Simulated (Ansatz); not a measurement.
# What Ca → Sr does to CaO

The parent structure is CaO in the rock salt structure (space group Fm-3m, No. 225; a = 4.795 Å).

The change: Sr takes the place of Ca on all its sites, then cell and atoms are relaxed.

All numbers come from Ansatz (a program for electronic structure), r2SCAN, PAW, cutoff 500 eV, no spin-orbit coupling. Settings: 11×11×11 k-points, 0.05 eV Fermi–Dirac smearing, for the changed cell.

```json
[
 {"quantity": "density", "base": "3.38 g/cm³", "changed": "5.01 g/cm³", "shift": "+1.63 g/cm³"},
 {"quantity": "lattice parameter a", "base": "4.795 Å", "changed": "5.160 Å", "shift": "+0.365 Å"},
 {"quantity": "space group", "base": "Fm-3m (No. 225)", "changed": "Fm-3m (No. 225)", "shift": "–"},
 {"quantity": "shortest interatomic distance", "base": "2.397 Å", "changed": "2.580 Å", "shift": "+0.183 Å"},
 {"quantity": "band gap", "base": "4.20 eV", "changed": "3.80 eV", "shift": "-0.40 eV"},
 {"quantity": "gap character", "base": "indirect, Γ → X", "changed": "indirect, Γ → X", "shift": "–"},
 {"quantity": "smallest direct gap", "base": "4.57 eV", "changed": "3.88 eV", "shift": "-0.69 eV"},
 {"quantity": "width of the top valence band", "base": "1.20 eV", "changed": "1.08 eV", "shift": "-0.12 eV"},
 {"quantity": "electron mass", "base": "1.4 mₑ along k, 0.44 mₑ across (at X)", "changed": "1.2 mₑ along k, 0.40 mₑ across (at X)", "shift": "–"}
]
```

Effective masses come from finite differences of ±0.01 Å⁻¹. Along k means along the line from Γ to the band edge. Whether these cells are dynamically stable was not tested.
